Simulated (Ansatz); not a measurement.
Level of theory: PBE (plane waves to 420 eV, PAW; Ansatz, a first-principles code).

Plane-averaged electrostatic potential energy along the normal, in eV from the Fermi level, for the (310) surface of fcc Ag in its 1x1 cell, outermost plane spacing 0.66 Å in the ideal cut:

(z (Å), V (eV)): (3.83, 4.18); (4.12, 4.18); (4.42, 4.18); (4.71, 4.17); (5.01, 4.17); (5.30, 4.17); (5.59, 4.15); (5.89, 4.13); (6.18, 4.08); (6.48, 3.97); (6.77, 3.75); (7.07, 3.25); (7.36, 2.00); (7.66, 0.10); (7.95, -2.17); (8.24, -4.22); (8.54, -5.73); (8.83, -6.29); (9.13, -6.27); (9.42, -6.09); (9.72, -5.57); (10.01, -5.36); (10.31, -5.16); (10.60, -5.35); (10.89, -5.42); (11.19, -5.72); (11.48, -5.70); (11.78, -5.66); (12.07, -5.63); (12.37, -5.51); (12.66, -5.57); (12.96, -5.46); (13.25, -5.59); (13.54, -5.46); (13.84, -5.57); (14.13, -5.51); (14.43, -5.63); (14.72, -5.66); (15.02, -5.70); (15.31, -5.72); (15.61, -5.42); (15.90, -5.35); (16.19, -5.16); (16.49, -5.36); (16.78, -5.57); (17.08, -6.09); (17.37, -6.27); (17.67, -6.29); (17.96, -5.73); (18.26, -4.22); (18.55, -2.17); (18.84, 0.10); (19.14, 2.00); (19.43, 3.25); (19.73, 3.75); (20.02, 3.97); (20.32, 4.08); (20.61, 4.13); (20.91, 4.15); (21.20, 4.17); (21.49, 4.17); (21.79, 4.17); (22.08, 4.18); (22.38, 4.18); (22.67, 4.18)

Set-up: 17 atoms, 10.5 Å thick at the start (thin: gaps and levels are the slab's own); mesh 9x6x1; 0.1 eV smearing; dipole correction on; all atoms relaxed; start symmetry kept, larger cells not searched; no spin, no spin-orbit, no U.

The vacuum level lies 4.18 eV above the Fermi level over the top face and 4.18 eV above it under the bottom face.
